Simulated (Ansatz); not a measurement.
**A computed series for HgTe: response to strain**

Base system: HgTe in the zinc blende structure (space group F-43m, No. 216; a = 6.573 Å). Axes: x, y, z lie along the cube axes.

Strains are applied to the cell and any free atomic positions relax; under biaxial strain the out-of-plane vector relaxes too.

Method: Ansatz (a program for electronic structure) r2SCAN, no spin-orbit coupling.

Notes on the quantities. pressure: mean of the normal stresses, compression positive; energy relative to the base: free energy F.

```csv
case,pressure,energy relative to the base,shortest interatomic distance
base,0.0 GPa,0 meV/atom,2.846 Å
"biaxial strain +0.50 %, plane normal [001], relaxed out of plane",-0.1 GPa,+0.2 meV/atom,2.849 Å
"biaxial strain +2.50 %, plane normal [001], relaxed out of plane",-0.6 GPa,+4.8 meV/atom,2.861 Å
"biaxial strain +3.00 %, plane normal [001], relaxed out of plane",-0.7 GPa,+6.9 meV/atom,2.864 Å
```

Stability against distortions was not tested. All final runs are without spin polarisation.
